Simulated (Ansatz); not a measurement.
ScSiO (model structure, started from the ZrSiS type, P4/nmm, No. 129, 6 atoms in the cell)

Calculation: PBEsol (plane waves, PAW; Ansatz, a first-principles code).

Run with plane-wave cutoff 520 eV, 16×16×8 k mesh (along the axes of the cell as run), Fermi–Dirac smearing 0.05 eV, scalar-relativistic PAW data made under PBE.

Cell (relaxed at this level):

```cif
data_O2Sc2Si2
_chemical_formula_sum 'Sc2 Si2 O2'
_space_group_name_H-M_alt 'P 1'
_space_group_IT_number 1
_cell_length_a 3.23072
_cell_length_b 3.23072
_cell_length_c 7.45518
_cell_angle_alpha 90.000
_cell_angle_beta 90.000
_cell_angle_gamma 90.000
loop_
_space_group_symop_operation_xyz
  'x, y, z'
loop_
_atom_site_label
_atom_site_type_symbol
_atom_site_fract_x
_atom_site_fract_y
_atom_site_fract_z
_atom_site_occupancy
Sc1 Sc 0.00000 0.50000 0.66603 1
Sc2 Sc 0.50000 0.00000 0.33397 1
Si1 Si 0.00000 0.00000 0.00000 1
Si2 Si 0.50000 0.50000 0.00000 1
O1 O 0.50000 0.00000 0.61191 1
O2 O 0.00000 0.50000 0.38809 1
```

```json
{
 "band_gap": "none",
 "bulk_modulus": "136 GPa"
}
```

Note: the bulk modulus is −V dP/dV from two relaxed cells at ±2 % in volume; the relaxation could raise the start's symmetry but not lower it, so the cell can be a saddle point.

A model structure was made by putting elements into a prototype or built by hand; it is no filed structure, need not be a known phase, and can be a saddle point held by its symmetry.
